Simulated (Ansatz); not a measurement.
The reference is Si in the diamond structure (space group Fd-3m, No. 227; a = 5.4441 Å).

All numbers come from DFT with r2SCAN, PAW potentials and a 500 eV plane-wave cutoff in Ansatz (an electronic-structure program), scalar-relativistic without spin-orbit coupling, earlier PAW set.

Before the change:

| Quantity | Result |
|---|---|
| Gap between the host's bands | 0.77 eV |
| Gap character | indirect, Γ → a point along ⟨100⟩, about 1.0 Å⁻¹ from Γ |

It is then changed as follows: hole doping at 2.0×10^21 cm⁻³ (0.0807 per cell), with a uniform compensating background at fixed cell and a 300 K Fermi–Dirac width.

### Question
What happens to the gap between the host's bands?

### Answer
The gap between the host's bands increases by 0.04 eV, from 0.77 eV to 0.81 eV.

### Question
Predict the new Fermi level from band edge.

### Answer
The Fermi level relative to the doped band's edge (positive inside the band; to 0.05 eV) is +0.45 eV.

### Question
What does the calculation give for the gap character after the change?

### Answer
The gap character remains indirect, Γ → a point along ⟨100⟩, about 1.0 Å⁻¹ from Γ.

Carriers are added with a uniform compensating background; total energy and stress of such cells depend on the potential's zero and are not compared; many-body gap narrowing is missing at this level. Stability against distortions was not tested.
